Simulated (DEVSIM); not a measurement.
Device: Pd/SiO2/n-Ge capacitor, at 300 K.

| layer (left to right) | material | thickness (nm) | Nd (cm⁻³) |
|---|---|---|---|
| 1 | SiO2 | 1.20 | - |
| 2 | Ge | 930 | 4.1e17 |

Metal gate on the left, work function 5.2 eV. Fixed charge at the semiconductor interface 2.8e11 cm⁻² (in units of +e); interface traps 8.3e10 cm⁻² eV⁻¹, uniform in energy, neutral level at 0.7 of the gap above the valence band.

The device is made up for the run: typed textbook-type constants, with dimensions and the other settings drawn at random. Values at 300 K.

```
parameter      SiO2       Ge
-------------  ----  -------
gap (eV)          9    0.664
affinity (eV)   0.9        4
permittivity    3.9       16
Nc (cm⁻³)         -  1.04e19
Nv (cm⁻³)         -     6e18
```

Model (solved in DEVSIM): 1D Poisson equation in equilibrium, Boltzmann statistics, complete ionisation; no quantum confinement or tunnelling. Metal contacts follow the ideal Schottky-Mott rule: no Fermi-level pinning, no interface dipoles.

Base results: flat-band voltage (V) 1.10; capacitance of the dielectric stack (μF/cm²) 2.88; threshold voltage (band bending 2φF) (V) 0.48; minimum of the low-frequency capacitance (μF/cm²) 0.327.

Task: What follows from this one change: substrate doping 4.1e+17 → 4.1e+16 cm^-3?

Result: flat-band voltage 1.10 → 1.04 V; capacitance of the dielectric stack little changed (2.88 μF/cm²); threshold voltage (band bending 2φF) 0.48 → 0.62 V; minimum of the low-frequency capacitance 0.327 → 0.139 μF/cm².

Task: What follows from this one change: gate work function 5.2 → 5.5 eV?

Result: flat-band voltage 1.10 → 1.40 V; capacitance of the dielectric stack little changed (2.88 μF/cm²); threshold voltage (band bending 2φF) 0.48 → 0.78 V; minimum of the low-frequency capacitance little changed (0.327 μF/cm²).

Task: What follows from this one change: SiO2 thickness 0.0012 → 0.00084 μm?

Result: flat-band voltage little changed (1.11 V); capacitance of the dielectric stack 2.88 → 4.11 μF/cm²; threshold voltage (band bending 2φF) 0.48 → 0.52 V; minimum of the low-frequency capacitance 0.327 → 0.339 μF/cm².

Task: What follows from this one change: fixed charge 2.8e+11 → -1.82e+12 cm^-2?

Result: flat-band voltage 1.10 → 1.22 V; capacitance of the dielectric stack little changed (2.88 μF/cm²); threshold voltage (band bending 2φF) 0.48 → 0.60 V; minimum of the low-frequency capacitance little changed (0.326 μF/cm²).
